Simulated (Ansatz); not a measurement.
Worked example: self-consistent single point of TiRh3 (P4mm, 4 atoms in the cell) in Ansatz (a quantum-chemistry and plane-wave program).

Method of the run: LDA (PW92), default PAW files made with PBE (plane waves; Ansatz).

The change in words: lattice scaled by 0.98; kpoints.mp_grid.grid: 9 9 9 → 12 12 12. Reference geometry:
```xyz
4
Lattice="3.8068 0.0000 0.0000 0.0000 3.8068 0.0000 0.0000 0.0000 3.8068" Properties=species:S:1:pos:R:3 pbc="T T T"
Ti     0.0000     0.0000     0.0500
Rh     1.9034     1.9034     0.0000
Rh     0.0000     1.9034     1.9034
Rh     1.9034     0.0000     1.9034
```

Reference input (self-consistent single point, DFT, LDA (PW92), plane waves, default PAW files made with PBE): basis.ecutwfc = 30.9 Ry; kpoints.mp_grid.grid = 9 9 9; hamiltonian.xc = lda; hamiltonian.pseudopotentials = {kind: paw} (the program's default PAW files); scf.occupations.method = fermi_dirac; scf.occupations.width = 0.0073 Ry. This run's input differs from it in these lines:

Ansatz 0.2 input:
```diff
@@ -2,5 +2,5 @@
   lattice:
-    - [3.80684000, 0.00000000, 0.00000000]
-    - [0.00000000, 3.80684000, 0.00000000]
-    - [0.00000000, 0.00000000, 3.80684000]
+    - [3.73070300, 0.00000000, 0.00000000]
+    - [0.00000000, 3.73070300, 0.00000000]
+    - [0.00000000, 0.00000000, 3.73070300]
   atoms:
@@ -13,3 +13,3 @@
 kpoints:
-  mp_grid: { grid: [9, 9, 9] }
+  mp_grid: { grid: [12, 12, 12] }
 hamiltonian:
```

The program printed (abridged):

```
SCF iter   1: F=—  HF=-21288.901355 eV  |F-HF|=—  |Δ(HF+E_count)|=         —  Δρ=1.94e-2  dr2=2.80e-1  ethr=1.77e-3  ⟨swp⟩=5.2  Hψ=23754  notcnv=0
all-band conjugate gradients solve this SCF's bands
preconditioner: auto → Kerker (q_TF=auto, 2.818 Å⁻¹)
SCF iter   2: F=—  HF=-21288.878072 eV  |F-HF|=—  |Δ(HF+E_count)|=   2.33e-2  Δρ=9.30e-3  dr2=6.95e-2  ethr=4.45e-4  ⟨swp⟩=1.0  Hψ=9021  notcnv=0
SCF iter   3: F=—  HF=-21288.870866 eV  |F-HF|=—  |Δ(HF+E_count)|=   7.21e-3  Δρ=1.61e-3  dr2=2.14e-3  ethr=1.10e-4  ⟨swp⟩=1.1  Hψ=7506  notcnv=0
SCF iter   4: F=—  HF=-21288.870598 eV  |F-HF|=—  |Δ(HF+E_count)|=   2.68e-4  Δρ=2.60e-4  dr2=4.22e-5  ethr=3.39e-6  ⟨swp⟩=1.9  Hψ=8886  notcnv=0
SCF iter   5: F=—  HF=-21288.870597 eV  |F-HF|=—  |Δ(HF+E_count)|=   9.43e-7  Δρ=6.84e-5  dr2=1.22e-6  ethr=6.70e-8  ⟨swp⟩=2.3  Hψ=11762  notcnv=0
SCF iter   6: F=-21288.870597 eV  HF=-21288.870597 eV  |F-HF|=1.92e-8  |Δ(HF+E_count)|=   2.46e-7  Δρ=1.30e-5  dr2=5.14e-8  ethr=1.59e-10  ⟨swp⟩=5.1  Hψ=30900  notcnv=0
SCF 1 converged in 6 iterations: F = -21288.870597 eV  dr2 = 5.14e-8
Free energy (F): -21288.870597 eV
Internal energy: -21288.763662 eV  (E = F + TS)
E sigma→0 (E₀):  -21288.817130 eV
Entropy (-TS):   -0.106935 eV (-26.734 meV/atom)
Fermi energy:    22.149672 eV
--- Forces (eV/Å), atoms counted from 1 ---
  atom   1  Ti    -0.00000000     0.00000000    -0.34099225
  atom   2  Rh    -0.00000000     0.00000000     0.03385047
  atom   3  Rh     0.00000000     0.00000000     0.15356793
  atom   4  Rh    -0.00000000     0.00000000     0.15356793
--- Stress (GPa, compression-positive) ---
        9.899480       0.000000       0.000000
        0.000000       9.899480       0.000000
        0.000000       0.000000       9.948209
  P = ⅓ Tr σ = 9.9157 GPa (99.157 kbar)
  The stress holds the Pulay correction. Without it, at fixed plane waves, as pw.x and ABINIT print it: P = 9.8166 GPa
```

The run converged in 6 iterations. Against the reference run the free energy rises by 4.7 meV/atom, the pressure goes from -7.16 to 9.92 GPa and the largest force goes from 0.235 to 0.341 eV/Å.

The starting cell comes from a database of computed structures (which also holds hypothetical and non-ambient phases and stackings), without a prior relaxation at this level. Its lattice was rescaled by up to half a per cent. One atom was moved a little off its site on purpose. For this run, on top of that: lattice scaled by 0.98. Spin polarisation is off. With a pressure of about 10 GPa the cell is away from its equilibrium volume at this level. Ansatz's pressure includes its estimate of the finite-basis (Pulay) stress.
